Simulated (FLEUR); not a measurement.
Band structure of K (Im-3m, 1 atom in the cell).

```
CELL_PARAMETERS angstrom
     -2.67058     2.67058     2.67058
      2.67058    -2.67058     2.67058
      2.67058     2.67058    -2.67058
ATOMIC_POSITIONS crystal
  K  0.00000 0.00000 0.00000
```

Method: PBE, all-electron FLAPW (FLEUR), scalar-relativistic valence run with FLEUR.

Settings: Kmax = 3.8 1/bohr; GmaxXC = 13.3 1/bohr; xcFunctional = pbe; jspins = 1; l_soc = F; mode = hist; fermiSmearingEnergy = 0.00367493 Htr; mesh (inpgen div1-3) = 12 12 12; inpgen gamma flag = true; Gmax = 13.3 1/bohr; numbands = 0; maxIterBroyd = 15; imix = Anderson; alpha = 0.05.

The starting cell comes from a database of computed structures (which also holds hypothetical and non-ambient phases and stackings), without a prior relaxation at this level. Its lattice was rescaled by a random factor within 2.5 % of one. Values depend on the basis (sphere radii, cutoffs, local orbitals), which need not be converged.

Levels in eV from the Fermi level, bands 1 to 7:
```json
[
 {"point": "Γ", "1": "-32.14", "2": "-15.59", "3": "-15.59", "4": "-15.59", "5": "-2.09", "6": "4.26", "7": "4.26"},
 {"point": "H", "1": "-32.13", "2": "-15.63", "3": "-15.63", "4": "-15.63", "5": "1.70", "6": "1.70", "7": "3.39"},
 {"point": "N", "1": "-32.14", "2": "-15.65", "3": "-15.61", "4": "-15.59", "5": "0.46", "6": "0.68", "7": "3.16"},
 {"point": "P", "1": "-32.14", "2": "-15.62", "3": "-15.62", "4": "-15.62", "5": "1.47", "6": "1.47", "7": "1.47"}
]
```
